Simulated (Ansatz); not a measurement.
Symmetric slabs, relaxed from ideal cuts in 1x1 cells, of elemental solids: work function (eV) by functional, in Ansatz (plane waves, PAW). All structures are PBE's; the other columns are single points with references at the same level. No spin-orbit coupling, Hubbard U or dispersion. The rows are a random draw from the class, without slabs that broke up, higher cuts of a face and adsorbates that left their site.

```json
[
 {"system": "hcp Zn (30-32), ideal cut with outer spacing 0.73 Å", "PBE (eV)": "4.18", "r2SCAN (eV)": "4.29"},
 {"system": "hcp Zr (22-43), ideal cut with outer spacing 0.37 Å", "PBE (eV)": "3.47", "r2SCAN (eV)": "3.45"},
 {"system": "hcp Y (21-33), ideal cut with outer spacing 0.17 Å", "PBE (eV)": "3.05", "r2SCAN (eV)": "3.07"},
 {"system": "hcp Zr (10-13), ideal cut with outer spacing 0.24 Å", "PBE (eV)": "3.42", "r2SCAN (eV)": "3.39"},
 {"system": "bcc V (331), ideal cut with outer spacing 0.34 Å", "PBE (eV)": "4.24", "r2SCAN (eV)": "4.29"},
 {"system": "beta tin (312), ideal cut with outer spacing 1.22 Å", "PBE (eV)": "4.12", "r2SCAN (eV)": "?"},
 {"system": "fcc Sr (321), ideal cut with outer spacing 0.81 Å", "PBE (eV)": "2.55", "r2SCAN (eV)": "2.57"},
 {"system": "hcp Cd (30-32), ideal cut with outer spacing 0.84 Å", "PBE (eV)": "3.90", "r2SCAN (eV)": "3.95"}
]
```

Question: Fit a straight line y = a·x + b by least squares to the 7 complete rows (x: PBE (eV); y: r2SCAN (eV)).

Answer: the means are x̄ = 3.5443 and ȳ = 3.5729; Σ(x − x̄)² = 2.2686 and Σ(x − x̄)(y − ȳ) = 2.3665, so a = 1.043 and b = ȳ − a·x̄ = -0.124. The largest residual is 0.054.

Question: What does the line predict for the withheld row, beta tin (312), ideal cut with outer spacing 1.22 Å, and what did the calculation give?

Answer: the line gives 4.17; the calculation gave 4.25, a miss of 0.08, larger than any residual of the fitted rows.

Ansatz is a first-principles code.
